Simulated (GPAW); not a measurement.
**Equation of state of rutile-structure TiO2 (space group 136): energy against volume (GPAW, PBEsol)**

```yaml
crystal:
  lattice:
    - [4.45673, 0.00000, 0.00000]
    - [0.00000, 4.45673, 0.00000]
    - [0.00000, 0.00000, 2.87406]
  atoms:
    - { symbol: Ti, position: [0.00000, 0.00000, 0.00000] }
    - { symbol: Ti, position: [0.50000, 0.50000, 0.50000] }
    - { symbol: O, position: [0.30500, 0.30500, 0.00000] }
    - { symbol: O, position: [0.80500, 0.19500, 0.50000] }
    - { symbol: O, position: [0.19500, 0.80500, 0.50000] }
    - { symbol: O, position: [0.69500, 0.69500, 0.00000] }
```

Computed with PBEsol, GPAW PAW datasets PBEsol (made by gpaw-setup) (plane waves; GPAW). Settings: mode = pw; ecut = 1040 eV; xc = PBEsol; kpts = 7 7 11; mesh shift (steps) = 0 0 0; occupations.name = fermi-dirac; occupations.width = 0.01 eV; nbands = -8; convergence.forces = 0.001 eV/Å; convergence.bands = -6; symmetry.symmorphic = false; symmetry.tolerance = 0.0005; maxiter = 150. The cell above is the first row's. The rows scale it uniformly. In all rows fractional positions and the k mesh are held. E is the free energy at the stated smearing, counted from the lowest row.

| V (Å^3/atom) | E (meV/atom) |
|---|---|
| 9.514 | ? |
| 9.721 | 37.41 |
| 9.928 | 17.21 |
| 10.135 | 5.01 |
| 10.342 | 0.00 |
| 10.548 | 1.46 |
| 10.755 | 8.75 |
| 10.962 | 21.28 |
| 11.169 | 38.52 |

Fit E of the 8 rows that show it with the third-order Birch-Murnaghan form, a cubic in V^(-2/3). With u = V^(-2/3) - 0.210, the rows have u = 0.009546, 0.006484, 0.003526, 0.000667, -0.002085, -0.004761, -0.007353, -0.009865. Least squares gives E = -0.202 + 43.70·u + 405332·u² + 300635·u³. Residuals (row less fit): -0.003, 0.006, 0.005, -0.008, -0.006, 0.005, 0.008, -0.004; standard error 0.008 (degrees of freedom: 4). Its minimum lies at u = -0.000054, so V0 = (0.209946)^(-3/2) = 10.40. There d²E/du² = 810600 and d³E/du³ = 1804000, so B0 = (4/9) × 10.40^(-7/3) × 810600 × 0.160218 = 245 GPa (the last factor turns the table's units into GPa), and B0' = 4 + (2/3) × 0.209946 × (1804000)/810600 = 4.3. The program's pressures in the fitted runs (not shown) pass through zero at V = 10.39, 0.02 % from this V0.

### Question
Estimate the missing E (V = 9.514); what did the run itself give?

### Answer
u = 0.012719, so E = -0.202 + 43.70 × 0.012719 + 405332 × 0.012719² + 300635 × 0.012719³ = 66.544 meV/atom. The calculation gives 66.48 meV/atom, 0.064 meV/atom below the prediction (0.1 % of the range of E in the table). The row lies outside the fitted rows, so this is an extrapolation. From the scatter of the fitted rows alone, a prediction at this place has a standard error of 0.024 meV/atom, so the miss is 2.6 times that.

Carrying the step between the two nearest rows on in a straight line would have given 57.61, off by 8.87; series whose last step already gives the withheld value aren't shown. The scan was laid around a cell of about the measured size, scaled by a guess for this functional; axis ratios and inner coordinates come from that cell. The runs keep the symmetry of the cell, so they don't test it for distortions. The shape of the cell and the inner coordinates aren't relaxed, so V0 and B0 belong to this uniform scaling; a relaxed crystal lies no higher in energy and is usually softer (forces reach 0.58 eV/Å in these rows). Cutoffs and mesh are single choices, not tested for convergence of this quantity. Series with a scatter that would blur these digits, or in which a gap closes, are not shown. Nor are scans whose minimum lies at an end fitted in this form.
